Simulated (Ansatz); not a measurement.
A relaxation of the atoms of P (R-3m, 2 atoms in the cell) with Ansatz (a quantum-chemistry and plane-wave program).

Level of theory: LDA (PW92), default PAW files made with PBE (plane waves; Ansatz).

The change in words: one atom moved by 0.15 angstrom; relax: default → atoms; relax.f_tol: default → 0.005 eV/Å. Reference geometry:
```yaml
crystal:
  lattice:
    - [1.73090, 0.99934, 3.13907]
    - [-1.73090, 0.99934, 3.13907]
    - [0.00000, -1.99867, 3.13907]
  atoms:
    - { symbol: P, position: [0.22708, 0.22708, 0.22708] }
    - { symbol: P, position: [0.77292, 0.77292, 0.77292] }
```

Reference input (self-consistent single point, DFT, LDA (PW92), plane waves, default PAW files made with PBE): basis.ecutwfc = 420 eV; kpoints.mp_grid.grid = 11 11 11; hamiltonian.xc = lda; hamiltonian.pseudopotentials = {kind: paw} (the program's default PAW files); scf.occupations.method = gaussian; scf.occupations.width = 0.1 eV. This run's input differs from it in these lines:

```diff
@@ -6,3 +6,3 @@
   atoms:
-    - { symbol: P, position: [0.22708000, 0.22708000, 0.22708000] }
+    - { symbol: P, position: [0.24300800, 0.24300800, 0.24300800] }
     - { symbol: P, position: [0.77292000, 0.77292000, 0.77292000] }
@@ -21,2 +21,4 @@
     width: 0.1
+relax:
+  f_tol: 0.005
 output:
```

Log, with long lists cut:

```
   [... SCF lines of the steps left out ...]
relax step   1: F+E_penalty+E_count = -1451.90504495 eV  Δ(F+E_penalty+E_count) = +0.000e0 eV  max|allowed force component| = 8.886e-1 eV/Å  Δτ_max = 0.0000 Å  (6 SCF iters, dr2 threshold 6.25e-7 eV, accepted)
relax step   2: F+E_penalty+E_count = -1451.95020489 eV  Δ(F+E_penalty+E_count) = -4.516e-2 eV  max|allowed force component| = 4.903e-1 eV/Å  Δτ_max = 0.0323 Å  (6 SCF iters, dr2 threshold 4.93e-5 eV, accepted)
relax step   3: F+E_penalty+E_count = -1451.96484584 eV  Δ(F+E_penalty+E_count) = -1.464e-2 eV  max|allowed force component| = 1.237e-1 eV/Å  Δτ_max = 0.0391 Å  (6 SCF iters, dr2 threshold 1.50e-5 eV, accepted)
relax step   4: F+E_penalty+E_count = -1451.96583993 eV  Δ(F+E_penalty+E_count) = -9.941e-4 eV  max|allowed force component| = 3.383e-3 eV/Å  Δτ_max = 0.0077 Å  (6 SCF iters, dr2 threshold 9.74e-7 eV, accepted)
relax step   5: F+E_penalty+E_count = -1451.96583993 eV  Δ(F+E_penalty+E_count) = +6.821e-13 eV  max|allowed force component| = 3.383e-3 eV/Å  Δτ_max = 0.0000 Å  (6 SCF iters, accepted)
the relaxation is at rest under the 12 symmetry operations that the run kept from its start: a minimum is not shown …
Stability not checked: this state was not tested for a lower state beside it, because too few of the mixer's solves of this state at the end of the SCF gave a …
Free energy (F): -1451.965840 eV
Internal energy: -1451.964096 eV  (E = F + TS)
E sigma→0 (E₀):  -1451.964968 eV
Entropy (-TS):   -0.001744 eV (-0.872 meV/atom)
Fermi energy:    9.858376 eV
--- Forces (eV/Å), atoms counted from 1 ---
  atom   1  P      0.00000000     0.00000000     0.00338344
   [... lines left out ...]
--- Relaxed structure (5 steps of the walk, 5 accepted, 0 SCFs on fresh bases) ---
  F+E_penalty+E_count = -1451.96583993 eV   max|allowed force component| = 3.383e-3 eV/Å
  atoms:
    - { symbol: P, position: [0.23625075026336298, 0.23625075026336298, 0.23625075026336298] }
    - { symbol: P, position: [0.7796772497366371, 0.7796772497366371, 0.7796772497366371] }
```

The run converged.  The full log also holds: “iter 5 did not close the SCF: its close was put off for the readings that it lacked (scf_convergence_deferred on its scf_iter line)”. The full log also holds: “iter 4 did not close the SCF: its close was put off for the readings that it lacked (scf_convergence_deferred on its scf_iter line)”.

Summary of the result:
- Free energy E − TS (on the zero of these files) = -1451.9658 eV
- Fermi level (on the code's own zero) = 9.86 eV
- Pressure = -4.56 GPa
- Largest force (vector length) = 0.003 eV/Å
- Relaxation steps = 5

The starting cell comes from a database of computed structures (which also holds hypothetical and non-ambient phases and stackings), without a prior relaxation at this level. Its lattice was rescaled by up to half a per cent. For this run, on top of that: one atom moved by 0.15 angstrom. The relaxation keeps the symmetry of its start, so its end need not be a minimum. Ansatz's pressure includes its estimate of the finite-basis (Pulay) stress.

Keys are those of Ansatz 0.2.
